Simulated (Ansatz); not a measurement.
Phonon-limited transport in metals: Hf (P6_3/mmc) under several functionals (Ansatz, a quantum-chemistry and plane-wave program, without spin-orbit coupling). The PBE cell:

```
Hf
1.0
    3.20490     0.00000     0.00000
   -1.60245     2.77552     0.00000
    0.00000     0.00000     5.06827
Hf
2
Direct
  0.33333   0.66667   0.25000
  0.66667   0.33333   0.75000
```

```csv
Functional,cell relaxed with,volume (Å³/atom),resistivity at 300 K,mean free path at 300 K,electron-phonon coupling λ,logarithmic mean phonon energy
PBE,PBE,22.54,30 μΩ·cm,5.2 nm,0.38,10.9 meV
PBEsol,PBEsol,21.61,30 μΩ·cm,5.1 nm,0.41,10.9 meV
```

For the resistivity at 300 K, PBE gives 30 μΩ·cm and PBEsol 30 μΩ·cm: the two agree within 2 %.

Metals; harmonic phonons alone scatter; means over directions. The mean free path is weighted by the current that each state carries. Halving the electron mesh moves these values by up to 3 %; q meshes are mostly untested. Spin-orbit coupling is left out.
